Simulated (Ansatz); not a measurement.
All values below come from PBE (plane waves to 420 eV, PAW; Ansatz, a quantum-chemistry and plane-wave program).

Plane-averaged electrostatic potential energy along the normal, in eV from the highest filled level, for the (113) surface of germanium, 1 pair of surface atoms bonded, Si on one of 4 atoms under the surface, Cl on every dangling bond (bottom of the slab: built like the top, H on every dangling bond, free):

| z (Å) | V (eV) |
|---|---|
| 3.95 | 4.65 |
| 4.24 | 4.65 |
| 4.52 | 4.65 |
| 4.80 | 4.65 |
| 5.08 | 4.65 |
| 5.37 | 4.65 |
| 5.65 | 4.65 |
| 5.93 | 4.65 |
| 6.21 | 4.65 |
| 6.50 | 4.64 |
| 6.78 | 4.63 |
| 7.06 | 4.61 |
| 7.34 | 4.55 |
| 7.63 | 4.40 |
| 7.91 | 4.06 |
| 8.19 | 3.18 |
| 8.47 | 2.23 |
| 8.75 | 1.76 |
| 9.04 | 0.58 |
| 9.32 | -1.74 |
| 9.60 | -3.79 |
| 9.88 | -4.56 |
| 10.17 | -3.98 |
| 10.45 | -2.86 |
| 10.73 | -2.47 |
| 11.01 | -3.28 |
| 11.30 | -4.36 |
| 11.58 | -4.50 |
| 11.86 | -3.52 |
| 12.14 | -2.21 |
| 12.43 | -1.92 |
| 12.71 | -2.82 |
| 12.99 | -4.10 |
| 13.27 | -4.47 |
| 13.56 | -3.67 |
| 13.84 | -2.33 |
| 14.12 | -1.94 |
| 14.40 | -2.65 |
| 14.69 | -3.99 |
| 14.97 | -4.51 |
| 15.25 | -3.86 |
| 15.53 | -2.51 |
| 15.81 | -1.95 |
| 16.10 | -2.43 |
| 16.38 | -3.76 |
| 16.66 | -4.43 |
| 16.94 | -3.96 |
| 17.23 | -2.69 |
| 17.51 | -2.03 |
| 17.79 | -2.71 |
| 18.07 | -4.22 |
| 18.36 | -4.99 |
| 18.64 | -4.44 |
| 18.92 | -3.11 |
| 19.20 | -2.60 |
| 19.49 | -3.14 |
| 19.77 | -4.17 |
| 20.05 | -4.38 |
| 20.33 | -3.19 |
| 20.62 | -0.89 |
| 20.90 | 1.23 |
| 21.18 | 1.65 |
| 21.46 | 0.17 |
| 21.75 | -1.58 |
| 22.03 | -1.90 |
| 22.31 | -0.38 |
| 22.59 | 2.28 |
| 22.88 | 4.54 |
| 23.16 | 5.66 |
| 23.44 | 6.05 |
| 23.72 | 6.19 |
| 24.00 | 6.24 |
| 24.29 | 6.26 |
| 24.57 | 6.27 |
| 24.85 | 6.27 |
| 25.13 | 6.27 |
| 25.42 | 6.27 |
| 25.70 | 6.27 |
| 25.98 | 6.27 |
| 26.26 | 6.27 |
| 26.55 | 6.27 |

Slab: 36 atoms, 14.4 Å thick at the start with caps and adatoms; k 4x4x1, smearing 0.025 eV, dipole-corrected; 4 atoms held, the rest relaxed; no symmetry held; no spin, no spin-orbit, no U. It is one candidate, not shown to be the stable structure of the face.

Q: The surface cell has an area of 55.02 Å². What dipole along the normal does the step between the two vacuum levels imply?

A: the top vacuum level lies 1.62 eV above the bottom one; p = −ε₀ A ΔV (ε₀ = 0.005526 e/(V·Å)) gives -0.49 e·Å a cell.
